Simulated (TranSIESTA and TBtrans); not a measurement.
System: Ga chain with one bond stretched by 1.5 Å. Leads: straight Ga chain, spacing 2.55 Å. Geometry: as built, not relaxed. Transport runs along z; the first 6 and the last 6 of the 18 atoms are the lead cells, repeated to infinity.

```xyz
18
Lattice="9.000 0.000 0.000 0.000 9.000 0.000 0.000 0.000 47.400" Properties=species:S:1:pos:R:3 pbc="F F T"
Ga     4.500     4.500     0.000
Ga     4.500     4.500     2.550
Ga     4.500     4.500     5.100
Ga     4.500     4.500     7.650
Ga     4.500     4.500    10.200
Ga     4.500     4.500    12.750
Ga     4.500     4.500    15.300
Ga     4.500     4.500    17.850
Ga     4.500     4.500    20.400
Ga     4.500     4.500    24.450
Ga     4.500     4.500    27.000
Ga     4.500     4.500    29.550
Ga     4.500     4.500    32.100
Ga     4.500     4.500    34.650
Ga     4.500     4.500    37.200
Ga     4.500     4.500    39.750
Ga     4.500     4.500    42.300
Ga     4.500     4.500    44.850
```

Run with TranSIESTA and TBtrans (open boundaries, self-consistent; PseudoDojo norm-conserving potentials, scalar-relativistic): PAO.BasisSize DZP, PAO.EnergyShift 0.15 eV, XC.Authors PBE, Mesh.Cutoff 200 Ry, ElectronicTemperature 300 K, TS.Voltage 0.0 eV, TBT.Elecs.Eta 0.001 eV, no spin polarisation.

Energies count from the leads' Fermi level. Transmissions are for one spin of a degenerate pair. The energy step is 0.01 eV; narrower resonances are cut or missed.

```tsv
E (eV)	T
-0.20	0.365
-0.15	0.493
-0.10	0.631
-0.05	0.721
0.00	0.750
0.05	0.737
0.10	0.705
0.15	0.670
0.20	0.638
```

**Question.** Give the zero-bias conductance in μS and the resistance at 300 K.

**Answer.** At the Fermi level T = 0.750. Averaged with −∂f/∂E over the full grid (kT = 25.9 meV) it is 0.732. With G0 = 2e²/h = 77.48 μS, G = 56.7 μS and R = 1/G = 17.6 kΩ.

**Question.** The eigenchannels at the Fermi level transmit 0.317, 0.216, 0.216. What Fano factor of the shot noise follows at low temperature and bias?

**Answer.** F = Σ τ(1 − τ)/Σ τ = 0.555/0.749 = 0.74.

The straight chain is held at its spacing; free chains may zigzag or dimerise. No spin-polarised start was tried, so a magnetic state, if there is one, is missed.
